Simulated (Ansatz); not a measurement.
For SiC (P6₃mc, No. 186, 12 atoms in the cell; start mp-7631), PBE-D4 in Ansatz (plane waves, PAW) gives:

- equilibrium lattice constant a: 3.075 Å
- c axis length: 15.090 Å

Q: What does r²SCAN-D4 (PAW; Ansatz, a program for electronic structure) give for the same quantities?

A: 
- lattice constant a: 3.072 Å (shrinks by 0.1 %)
- lattice parameter c: 15.073 Å (falls by 0.1 %)

Changes are worked out from the printed values.

Unless a cell is named, each level is at its own relaxed cell (PBE-D4 10.30, r²SCAN-D4 10.26 Å³/atom).

Caveats: the relaxation could not lower the start's symmetry, so the cell can be a saddle point above a distorted one (PBE-D4, r²SCAN-D4). Ansatz's density-functional and Hartree–Fock values are scalar-relativistic unless marked +SOC, with PAW data made under PBE.

A start named mp-… is a Materials Project structure, which need not be a measured phase.
